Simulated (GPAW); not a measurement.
## Pressure against volume in cubic perovskite SrTiO3 (space group 221) (GPAW, PBEsol)

```xyz
5
Lattice="3.7916 0.0000 0.0000 0.0000 3.7916 0.0000 0.0000 0.0000 3.7916" Properties=species:S:1:pos:R:3 pbc="T T T"
Sr     0.0000     0.0000     0.0000
Ti     1.8958     1.8958     1.8958
O      1.8958     0.0000     1.8958
O      0.0000     1.8958     1.8958
O      1.8958     1.8958     0.0000
```

Method: PBEsol, GPAW PAW datasets PBEsol (made by gpaw-setup) (plane waves; GPAW). Settings: mode = pw; ecut = 1040 eV; xc = PBEsol; kpts = 9 9 9; mesh shift (steps) = 0 0 0; occupations.name = fermi-dirac; occupations.width = 0.01 eV; nbands = -6; convergence.bands = -4; symmetry.symmorphic = false; symmetry.tolerance = 0.0005; maxiter = 150. The cell above is the first row's. The rows scale it uniformly. In all rows fractional positions and the k mesh are held.

```csv
V (Å^3/atom),P (GPa)
10.902,18.95
11.139,13.45
11.376,8.56
11.613,4.20
11.850,0.23
12.087,-3.27
12.324,-6.44
12.561,-9.30
12.798,?
```

### Question
Fit P against V with a cubic, and predict the withheld value at V = 12.798.

### Answer
With u = V - 11.7, the rows have u = -0.7980, -0.5610, -0.3240, -0.0870, 0.1500, 0.3870, 0.6240, 0.8610. Least squares gives P = 2.681 - 16.8039·u + 3.9364·u² - 0.6791·u³. Residuals (row less fit): 0.008, -0.017, -0.002, 0.027, -0.017, 0.002, -0.003, 0.002; standard error 0.018 (degrees of freedom: 4). The fitted pressure is zero at V0 = 11.87, where dP/dV = -15.55, so B0 = -V0·dP/dV = 185 GPa. At the withheld row, u = 1.0980, so P = 2.681 - 16.8039 × 1.0980 + 3.9364 × 1.0980² - 0.6791 × 1.0980³ = -11.923 GPa. The calculation gives -11.84 GPa, 0.083 GPa above the prediction (0.3 % of the range of P in the table). The row lies outside the fitted rows, so this is an extrapolation. From the scatter of the fitted rows alone, a prediction at this place has a standard error of 0.049 GPa, so the miss is 1.7 times that.

Carrying the step between the two nearest rows on in a straight line would have given -12.16, off by 0.32; series whose last step already gives the withheld value aren't shown. The scan was laid around a cell of about the measured size, scaled by a guess for this functional. This is the room-temperature phase, which distorts on cooling and is held here by symmetry. The runs keep the symmetry of the cell, so they don't test it for distortions. Cutoffs and mesh are single choices, not tested for convergence of this quantity. Series with a scatter that would blur these digits, or in which a gap closes, are not shown.
